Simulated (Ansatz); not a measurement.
## A computed series for TaAgO3: element substitutions

The parent structure is TaAgO₃ (space group R-3c, No. 167; a cell from a computed database, its experimental status unchecked).

```yaml
crystal:
  lattice:
    - [2.73848, 1.58106, 4.60118]
    - [-2.73848, 1.58106, 4.60118]
    - [0.00000, -3.16212, 4.60118]
  atoms:
    - { symbol: Ta, position: [0.00000, 0.00000, 0.00000] }
    - { symbol: Ta, position: [0.50000, 0.50000, 0.50000] }
    - { symbol: Ag, position: [0.75000, 0.75000, 0.75000] }
    - { symbol: Ag, position: [0.25000, 0.25000, 0.25000] }
    - { symbol: O, position: [0.81786, 0.68214, 0.25000] }
    - { symbol: O, position: [0.18214, 0.31786, 0.75000] }
    - { symbol: O, position: [0.25000, 0.81786, 0.68214] }
    - { symbol: O, position: [0.75000, 0.18214, 0.31786] }
    - { symbol: O, position: [0.68214, 0.25000, 0.81786] }
    - { symbol: O, position: [0.31786, 0.75000, 0.18214] }
```

Each row replaces one element on all its sites; cell and atoms are relaxed.

Level of theory: Kohn–Sham DFT with the PBEsol functional, run in Ansatz (a program for electronic structure) with PAW and 420 eV plane waves, spin-orbit coupling left out.

```tsv
change	c/a ratio	density	shortest interatomic distance
base	2.520	9.36 g/cm³	1.990 Å
Ta → Lu	2.714	8.03 g/cm³	2.031 Å
Ta → Fe	2.445	7.12 g/cm³	1.881 Å
O → Te	2.481	8.18 g/cm³	2.688 Å
```

No phonon test of stability was made. As relaxed here, LuAgO3, FeAgO3 and TaAgTe3 are hypothetical phases, not in the database extracts checked. No Hubbard U is applied and the magnetic state is the run's own (FeAgO3 ferromagnetic); other magnetic orders, which need larger cells, were not tried and can change the gap. Spin-polarised in the final run: LuAgO3 and FeAgO3; the other runs are not. TaAgTe3 has a high density of states at the Fermi level and may be magnetic at this level.
